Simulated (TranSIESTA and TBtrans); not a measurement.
Junction: pyridine-2,5-diyl held by direct bond between two Au chains. Leads: straight Au chain, spacing 2.55 Å. Geometry: 11 atoms about the centre moved by SIESTA (PBE, SZP) to a largest force of 0.03 eV/Å, all others as built. Transport runs along z; the first 6 and the last 6 of the 27 atoms are the lead cells, repeated to infinity.

```xyz
27
Lattice="11.857 0.000 0.000 0.000 11.857 0.000 0.000 0.000 50.223" Properties=species:S:1:pos:R:3 pbc="F F T"
Au     5.928     5.928     0.000
Au     5.928     5.928     2.550
Au     5.928     5.928     5.100
Au     5.928     5.928     7.650
Au     5.928     5.928    10.200
Au     5.928     5.928    12.750
Au     5.928     5.928    15.300
Au     5.928     5.928    17.850
Au     5.927     5.963    20.385
C      5.929     5.948    22.377
C      5.931     7.186    23.131
C      5.931     7.188    24.567
C      5.928     5.916    25.275
N      5.926     4.733    24.583
C      5.926     4.744    23.186
H      5.933     8.203    22.569
H      5.933     8.189    25.153
H      5.923     3.696    22.666
Au     5.927     5.952    27.273
Au     5.928     5.928    29.823
Au     5.928     5.928    32.373
Au     5.928     5.928    34.923
Au     5.928     5.928    37.473
Au     5.928     5.928    40.023
Au     5.928     5.928    42.573
Au     5.928     5.928    45.123
Au     5.928     5.928    47.673
```

Run with TranSIESTA and TBtrans (open boundaries, self-consistent; PseudoDojo norm-conserving potentials, scalar-relativistic): PAO.BasisSize DZP, PAO.EnergyShift 0.15 eV, XC.Authors PBE, Mesh.Cutoff 150 Ry, ElectronicTemperature 300 K, TS.Voltage 0.0 eV, TBT.Elecs.Eta 0.001 eV, no spin polarisation.

Energies count from the leads' Fermi level. Transmissions are for one spin of a degenerate pair. The energy step is 0.02 eV; narrower resonances are cut or missed.

| E (eV) | T |
|---|---|
| -0.20 | 1.49 |
| -0.16 | 1.41 |
| -0.12 | 1.35 |
| -0.08 | 1.24 |
| -0.04 | 1.07 |
| 0.00 | 0.824 |
| 0.04 | 0.793 |
| 0.08 | 0.754 |
| 0.12 | 0.709 |
| 0.16 | 0.658 |
| 0.20 | 0.606 |

Give the zero-bias conductance in μS and the resistance at 300 K.

At the Fermi level T = 0.824. Averaged with −∂f/∂E over the full grid (kT = 25.9 meV) it is 0.909. With G0 = 2e²/h = 77.48 μS, G = 70.4 μS and R = 1/G = 14.2 kΩ.

Estimate the thermopower by Mott's formula S = −(π²/3)(kB²T/e) d ln T/dE from the rows at -0.04 and 0.04 eV.

d ln T/dE = -3.74 eV⁻¹ and (π²/3) kB²T/e = 7.33 μV/K · eV, so S = 27 μV/K; the full integral gives 24 μV/K. A positive sign means that T falls with energy over the thermal window.

The eigenchannels at the Fermi level transmit 0.824. What Fano factor of the shot noise follows at low temperature and bias?

F = Σ τ(1 − τ)/Σ τ = 0.145/0.824 = 0.18.

The leads' channel count changes near -0.01 eV, within the thermal window, so values at the Fermi level hang on where that band edge falls. The leads are straight chains one atom wide, held at their spacing: model electrodes, not surfaces. Semilocal functionals put molecular levels too close to the Fermi level and tend to overestimate such conductances.
